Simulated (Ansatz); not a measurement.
System: BAs (model structure, started from the GeS type, Pnma, No. 62, 8 atoms in the cell). Method: r²SCAN in Ansatz (PAW).

Run with plane-wave cutoff 560 eV, 6×18×16 k mesh (along the axes of the cell as run), Fermi–Dirac smearing 0.05 eV, scalar-relativistic PAW data made under PBE.

Cell (relaxed at this level):

```
CELL_PARAMETERS angstrom
      6.60076     0.00000     0.00000
      0.00000     3.41775     0.00000
      0.00000     0.00000     5.67921
ATOMIC_POSITIONS crystal
  B  0.16054 0.25000 0.40174
  B  0.33946 0.75000 0.90174
  B  0.83946 0.75000 0.59826
  B  0.66054 0.25000 0.09826
  As 0.83683 0.25000 0.39066
  As 0.66317 0.75000 0.89066
  As 0.16317 0.75000 0.60934
  As 0.33683 0.25000 0.10934
```

**Question.** Estimate the band gap and smallest direct gap on the k points sampled that the calculation returns.

**Answer.** 
* **band gap**: 0.55 eV (indirect)
* **smallest direct gap on the k points sampled**: 1.20 eV

Note: the relaxation could raise the start's symmetry but not lower it, so the cell can be a saddle point.

Spin–orbit coupling is not included.

Static lattice: no zero-point or thermal effects.

A model structure was made by putting elements into a prototype or built by hand; it is no filed structure, need not be a known phase, and can be a saddle point held by its symmetry.

Ansatz is a program for electronic structure.
